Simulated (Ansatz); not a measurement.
BeSe (model structure, from the wurtzite type, P6₃mc, No. 186) was calculated with G0W0@PBEsol in Ansatz (plane waves, hard PAW, contour deformation).

The cell is the one relaxed with PBEsol. Conventional cell: a = 3.6163 Å, b = 3.6163 Å, c = 5.9624 Å, α = 90.00°, β = 90.00°, γ = 120.00°.

The quasiparticle gap at Γ at a fixed k mesh 3×3×2:

| response cutoff | value (eV) |
|---|---|
| 150 eV, 518 empty bands | 5.310 |
| 200 eV, 797 empty bands | 5.352 |
| 250 eV, 1113 empty bands | 5.374 |
| 300 eV, 1464 empty bands | 5.389 |

Question: Taking the value to converge with the response cutoff E as E^(−3/2), extrapolate from the last two rows.

Answer: With y = y∞ + c/w and weights w = 3953 and 5196 for the last two rows, y∞ = (w2 y2 − w1 y1)/(w2 − w1) = (5196 × 5.389 − 3953 × 5.374)/1243 = 5.437 eV, which lies 0.048 beyond the last row. Successive pairs of rows give 5.430, 5.429, 5.437. The limit also hangs on the law assumed, so its last digits aren't firm.

The other settings are not extrapolated, so this is the limit in one setting alone.

The smallest gap on this mesh is 4.38 eV, away from Γ.

Spin–orbit coupling is not included.

A model structure was made by putting elements into a prototype or built by hand; it is no filed structure, need not be a known phase, and can be a saddle point held by its symmetry.

Ansatz is a program for electronic structure.
